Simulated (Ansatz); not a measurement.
Faces of rutile SnO2 in 1x1 cells, as slabs relaxed from ideal cuts; for each face the lowest of the symmetric, stoichiometric cuts and spin starts that were computed. The slabs keep the symmetry of their cuts; real faces may buckle, or reconstruct in larger cells. No spin-orbit coupling, no Hubbard U.

Method: PBE (plane waves to 420 eV, PAW; Ansatz, a program for electronic structure).

```tsv
face	cell area (Å²)	outermost plane spacing of the ideal cut (Å)	γ unrelaxed (J/m²)	γ relaxed (J/m²)	ionisation potential, top face (eV)
(001)	23.30	1.62	2.24	[?]	[?]
(100)	15.63	0.93	1.35	1.06	7.90
(101)	28.06	0.82	1.74	1.38	7.36
(110)	22.11	1.32	1.34	[?]	7.75
(111) (2 O–Sn, 2 Sn–Sn bonds formed)	32.12	0.91	2.88	1.78	7.10
```

Problem. What belongs in the gaps?

Solution. 
- (001), γ relaxed (J/m²): 1.75
- (001), ionisation potential, top face (eV): 6.42
- (110), γ relaxed (J/m²): 0.96
